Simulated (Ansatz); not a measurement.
Cell and atoms of amorphous Si27N40B4:

```xyz
71
Lattice="9.2159 0.0000 0.0000 0.0000 9.2159 0.0000 0.0000 0.0000 9.2159" Properties=species:S:1:pos:R:3 pbc="T T T"
Si     2.3648     3.1646     0.3218
Si     3.3017     0.7668     2.4374
Si     7.2899     8.0364     7.1108
Si     3.9640     6.3766     3.4101
Si     2.1182     1.6172     7.3077
Si     1.8641     8.9207     5.1319
Si     6.1514     5.7354     1.3551
Si     4.6595     3.3325     7.9295
Si     9.1038     0.3331     9.0170
Si     8.1484     7.6944     1.1115
Si     5.1913     3.5159     5.4301
Si     5.1793     2.0412     3.5535
Si     2.4398     4.9030     5.4833
Si     0.0887     3.7664     7.2072
Si     3.1988     5.4976     0.6979
Si     8.3248     0.8784     2.8133
Si     2.4405     2.6370     4.6515
Si     2.7611     8.3102     8.1120
Si     4.3898     7.5106     5.6837
Si     7.3097     3.1635     0.0873
Si     6.0643     8.5142     3.0731
Si     7.3852     3.9185     3.2388
Si     4.4604     1.2535     9.1889
Si     9.0647     6.1433     5.3352
Si     6.8943     5.3578     7.4912
Si     7.4230     1.4286     5.1625
Si     4.8804     7.2739     8.5083
N      3.4833     2.0223     3.5433
N      3.0061     1.6384     0.9710
N      3.0104     8.3676     6.3387
N      0.8822     5.0684     6.2879
N      1.6616     1.3824     5.5987
N      4.5233     5.7291     1.9035
N      2.2682     8.8582     3.3731
N      5.7326     3.8365     3.7876
N      0.7960     7.5086     4.6705
N      5.1803     0.6853     2.3923
N      8.3036     2.6097     6.2852
N      3.4395     3.5071     5.7850
N      2.2968     6.3719     2.8099
N      6.0602     6.0667     8.8805
N      8.3431     5.3311     3.8476
N      7.7377     0.3682     6.5482
N      1.3518     2.9508     8.0850
N      8.2385     1.7520     8.7366
N      4.9484     7.6867     4.0407
N      7.7620     6.4971     6.4131
N      5.7447     2.4679     9.0335
N      7.1346     4.2358     1.5544
N      3.8071     1.8060     7.6662
N      1.9300     4.4418     1.4089
N      3.6593     6.0286     5.1223
N      9.1846     6.4716     1.5597
N      1.4366     0.1900     8.2144
N      8.0688     8.1708     8.6787
N      3.6332     4.1681     8.9372
N      3.1551     6.6951     8.6209
N      4.2804     8.7720     9.1053
N      5.6691     4.3055     6.8357
N      8.1771     2.3924     3.4750
N      6.6598     7.3657     1.9218
N      1.8390     4.1536     3.9882
N      7.4139     0.0032     3.9133
N      5.7163     1.8005     5.1893
N      8.9589     0.0543     1.5302
N      5.5444     7.6661     6.9439
N      8.0569     4.3680     8.2547
B      1.9132     4.8774     2.7651
B      8.0498     1.5971     7.2829
B      8.7538     5.9174     2.6613
B      1.6568     7.4953     3.4360
```

Calculation: PBE, scalar-relativistic without spin-orbit coupling (plane waves to 420 eV, PAW; Ansatz, a first-principles code).

It comes from a melt-quench run on a machine-learned potential (CHGNet), relaxed afterwards by DFT. N atoms were pushed apart under 1.9 Å during the dynamics, to hinder bonds among them. The hot cell started wider than the set density and was brought back towards it in steps. It is the lowest in DFT energy of 2 quenches. It is a model cell: composition and starting density were chosen by hand, and all elements were melted together. No dispersion term was used. Its density started from a set value of 2.89 and ended at 2.89 g/cm³. Cooling (nominally 450 K/ps over its main leg) ran many orders faster than in experiment, which tends to leave more defects and strain. A cell of this size samples the disorder only roughly. The volume was held where the preparation left it, at a PBE pressure of 3.0 GPa. Stress components on the final sampling reach 4.3 GPa. On a 2×2×2 Γ-centred mesh force components of up to 0.13 eV/Å stay, since the relaxation ran on the zone centre alone.

Neighbours within Si-Si 2.60 Å, Si-N 2.18 Å, Si-B 2.28 Å, N-N 1.70 Å, N-B 1.86 Å, B-B 1.97 Å count as bonded. Two cations that share two anions don't count as bonded, nor two that share one unless they lie closer than Si-Si 2.38 Å, Si-B 2.09 Å, B-B 1.80 Å.

Question: Give the coordination numbers, mean bond lengths and angles.

Answer: 
```
Property                                                           Value
---------------------------------  -------------------------------------
Mean coordination of Si by anions   4.00 (1 with 3, 25 with 4, 1 with 5)
Mean coordination of N                        2.98 (1 with 2, 39 with 3)
Mean coordination of B by anions               2.75 (1 with 2, 3 with 3)
Mean Si-N bond                     1.760 Å (spread 0.058 Å, 108 counted)
Mean N-B bond                       1.446 Å (spread 0.061 Å, 11 counted)
Bond angle at Si                               mean 109.2°, spread 14.3°
Bond angle at N                                mean 116.0°, spread 19.6°
Bond angle at B                                mean 125.1°, spread 19.8°
```

Question: Which atoms depart from the most common coordination of their element?

Answer: Si16 has 3 (N65 1.65 Å, N60 1.66 Å, N63 1.68 Å); Si26 has 5 (N64 1.75 Å, N43 1.77 Å, N38 1.85 Å, N63 1.90 Å, N60 2.08 Å); N53 has 2 (B70 1.31 Å, Si10 1.66 Å); B70 has 2 (N53 1.31 Å, N42 1.39 Å).

Question: List the pairs of like atoms that count as bonded by the rules above.

Answer: There are none by these rules.

Question: What Bader charges do the atoms carry, from a run on the zone centre alone?

Answer: Means (range): Si +3.07 e (+2.94 to +3.13), N -2.29 e (-2.37 to -2.16), B +2.16 e (+2.12 to +2.19).
```json
[
 {"atom": "Si1", "charge (e)": "+3.08"},
 {"atom": "Si2", "charge (e)": "+3.04"},
 {"atom": "Si3", "charge (e)": "+3.11"},
 {"atom": "Si4", "charge (e)": "+3.05"},
 {"atom": "Si5", "charge (e)": "+3.08"},
 {"atom": "Si6", "charge (e)": "+3.03"},
 {"atom": "Si7", "charge (e)": "+3.08"},
 {"atom": "Si8", "charge (e)": "+3.09"},
 {"atom": "Si9", "charge (e)": "+3.12"},
 {"atom": "Si10", "charge (e)": "+3.11"},
 {"atom": "Si11", "charge (e)": "+3.07"},
 {"atom": "Si12", "charge (e)": "+2.99"},
 {"atom": "Si13", "charge (e)": "+3.09"},
 {"atom": "Si14", "charge (e)": "+3.10"},
 {"atom": "Si15", "charge (e)": "+3.06"},
 {"atom": "Si16", "charge (e)": "+2.94"},
 {"atom": "Si17", "charge (e)": "+3.11"},
 {"atom": "Si18", "charge (e)": "+3.04"},
 {"atom": "Si19", "charge (e)": "+3.11"},
 {"atom": "Si20", "charge (e)": "+3.07"},
 {"atom": "Si21", "charge (e)": "+3.13"},
 {"atom": "Si22", "charge (e)": "+3.10"},
 {"atom": "Si23", "charge (e)": "+3.06"},
 {"atom": "Si24", "charge (e)": "+3.08"},
 {"atom": "Si25", "charge (e)": "+3.11"},
 {"atom": "Si26", "charge (e)": "+3.05"},
 {"atom": "Si27", "charge (e)": "+3.06"},
 {"atom": "N28", "charge (e)": "-2.37"},
 {"atom": "N29", "charge (e)": "-2.31"},
 {"atom": "N30", "charge (e)": "-2.30"},
 {"atom": "N31", "charge (e)": "-2.30"},
 {"atom": "N32", "charge (e)": "-2.31"},
 {"atom": "N33", "charge (e)": "-2.30"},
 {"atom": "N34", "charge (e)": "-2.23"},
 {"atom": "N35", "charge (e)": "-2.26"},
 {"atom": "N36", "charge (e)": "-2.22"},
 {"atom": "N37", "charge (e)": "-2.24"},
 {"atom": "N38", "charge (e)": "-2.23"},
 {"atom": "N39", "charge (e)": "-2.30"},
 {"atom": "N40", "charge (e)": "-2.24"},
 {"atom": "N41", "charge (e)": "-2.32"},
 {"atom": "N42", "charge (e)": "-2.30"},
 {"atom": "N43", "charge (e)": "-2.25"},
 {"atom": "N44", "charge (e)": "-2.33"},
 {"atom": "N45", "charge (e)": "-2.32"},
 {"atom": "N46", "charge (e)": "-2.33"},
 {"atom": "N47", "charge (e)": "-2.32"},
 {"atom": "N48", "charge (e)": "-2.30"},
 {"atom": "N49", "charge (e)": "-2.28"},
 {"atom": "N50", "charge (e)": "-2.29"},
 {"atom": "N51", "charge (e)": "-2.25"},
 {"atom": "N52", "charge (e)": "-2.30"},
 {"atom": "N53", "charge (e)": "-2.16"},
 {"atom": "N54", "charge (e)": "-2.31"},
 {"atom": "N55", "charge (e)": "-2.32"},
 {"atom": "N56", "charge (e)": "-2.35"},
 {"atom": "N57", "charge (e)": "-2.28"},
 {"atom": "N58", "charge (e)": "-2.27"},
 {"atom": "N59", "charge (e)": "-2.35"},
 {"atom": "N60", "charge (e)": "-2.24"},
 {"atom": "N61", "charge (e)": "-2.33"},
 {"atom": "N62", "charge (e)": "-2.27"},
 {"atom": "N63", "charge (e)": "-2.30"},
 {"atom": "N64", "charge (e)": "-2.29"},
 {"atom": "N65", "charge (e)": "-2.30"},
 {"atom": "N66", "charge (e)": "-2.32"},
 {"atom": "N67", "charge (e)": "-2.31"},
 {"atom": "B68", "charge (e)": "+2.19"},
 {"atom": "B69", "charge (e)": "+2.16"},
 {"atom": "B70", "charge (e)": "+2.12"},
 {"atom": "B71", "charge (e)": "+2.18"}
]
```
